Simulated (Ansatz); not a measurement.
Start from PbO₂ in the CdI2 type structure (space group P-3m1, No. 164; a hypothetical phase, not in the database extracts checked; layered, stacked along the Cartesian z axis).

```xyz
3
Lattice="3.3716 0.0000 0.0000 -1.6858 2.9199 0.0000 0.0000 0.0000 4.3606" Properties=species:S:1:pos:R:3 pbc="T T T"
Pb     0.0000     0.0000     0.0000
O      0.0000     1.9466     1.0360
O      1.6858     0.9733     3.3246
```

Calculations: r2SCAN+rVV10/PAW in Ansatz (an electronic-structure program), no SOC.

Before the change:

| Item | Value |
|---|---|
| c/a ratio | 1.293 |
| Lattice parameter a | 3.372 Å |

Modification: full substitution Pb → Sn, then cell and atoms are relaxed.

Tabulated Pauling electronegativity and covalent radius: Pb 2.33, 1.46 Å; Sn 1.96, 1.39 Å.

### Question
Predict the new c/a ratio.

### Answer
The c/a ratio grows by 0.115 (1.293 → 1.408).

### Question
Predict the new lattice parameter a.

### Answer
The lattice parameter a decreases by 0.184 Å (3.372 Å → 3.188 Å).

Whether these cells are dynamically stable was not tested. As relaxed here, SnO2 is a hypothetical phase, not in the database extracts checked.
